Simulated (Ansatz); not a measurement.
**Short convergence ladders for a (001) slab of Mg3Au (cut from a parent of space group no. 194; 8 atoms in the cell)**

```xyz
8
Lattice="4.6499 0.0000 0.0000 -2.3249 4.0269 0.0000 0.0000 0.0000 21.1437" Properties=species:S:1:pos:R:3 pbc="T T T"
Mg     0.0000     0.0000     8.4590
Mg     0.0000     0.0000    12.6847
Mg     0.0000     2.6846    14.1437
Mg     2.3249     1.3423     7.0000
Mg     2.3249     1.3423     9.9179
Mg     0.0000     2.6846    11.2257
Au     0.0000     2.6846     8.4590
Au     2.3249     1.3423    12.6847
```

Base method: LDA (PW92), default PAW files made with PBE (plane waves; Ansatz, a first-principles code).

Base settings: basis.ecutwfc = 420 eV; kpoints.mp_grid.grid = 8 8 1; hamiltonian.xc = lda; hamiltonian.pseudopotentials = {kind: paw} (the program's default PAW files); scf.occupations.method = gaussian; scf.occupations.width = 0.1 eV.

The count of work is k-points × plane waves × bands × iterations; it is no time. 

**The vacuum**

The mesh stays at the base's, so the ladder's end is converged at best in this setting alone.

Only quantities that move along the ladder and can be compared are tabulated.

| vacuum between outermost atoms (Å) | free energy less the last step's (meV/atom) | largest difference of a force vector from the last step's (eV/Å) | count of work / last |
|---|---|---|---|
| 3.0 | -45.74 | 0.523 | 0.31 |
| 4.0 | 2.58 | 0.226 | 0.34 |
| 5.0 | 9.24 | 0.045 | 0.37 |
| 6.0 | 6.60 | 0.035 | 0.40 |
| 7.0 | 3.17 | 0.026 | 0.44 |
| 8.0 | 1.32 | 0.011 | 0.47 |
| 10.0 | 0.19 | 0.002 | 0.53 |
| 12.0 | 0.02 | 0.000 | 0.59 |
| 14.0 | 0.00 | 0.000 | 0.57 |
| 17.0 | 0.00 | 0.000 | 0.65 |
| 20.0 | 0.00 | 0.000 | 0.73 |
| 25.0 | 0.00 | 0.000 | 0.87 |
| 30.0 | 0.00 | 0.000 | 1.0 |

Smallest vacuum between outermost atoms (Å) that holds the free energy within 1 meV/atom of the last step, with all finer ones: 10.0; the step before is off by 1.3 meV/atom.

Smallest vacuum between outermost atoms (Å) that holds the forces within 0.005 eV/Å of the last step, with all finer ones: 10.0; the step before is off by 0.011 eV/Å.

**The plane-wave cutoff**

The mesh stays at the base's, so the ladder's end is converged at best in this setting alone.

Only quantities that move along the ladder and can be compared are tabulated.

```tsv
basis.ecutwfc	free energy less the last step's (meV/atom)	largest difference of a force vector from the last step's (eV/Å)	count of work / last
210 eV	2579.18	0.114	0.13
250 eV	498.75	0.027	0.16
295 eV	63.64	0.009	0.19
355 eV	2.48	0.001	0.24
420 eV	0.48	0.000	0.31
505 eV	0.18	0.000	0.42
630 eV	0.08	0.000	0.66
840 eV	0.00	0.000	1.0
```

Coarsest basis.ecutwfc that holds the forces within 0.005 eV/Å of the last step, with all finer ones: 355 eV, at 0.24 of the last step's count of work; the step before is off by 0.009 eV/Å.

Coarsest basis.ecutwfc that holds the free energy within 1 meV/atom of the last step, with all finer ones: 420 eV, at 0.31 of the last step's count of work; the step before is off by 2.5 meV/atom.

On the base run: the starting cell comes from a database of computed structures (which also holds hypothetical and non-ambient phases and stackings), without a prior relaxation at this level. The slab is cut from that crystal, and its faces are unrelaxed. Its lattice was rescaled by up to half a per cent.

Left out of this page: 1 run of the series outside the window shown, repeating another row's setting, or not comparable.

Keys are those of Ansatz 0.2.
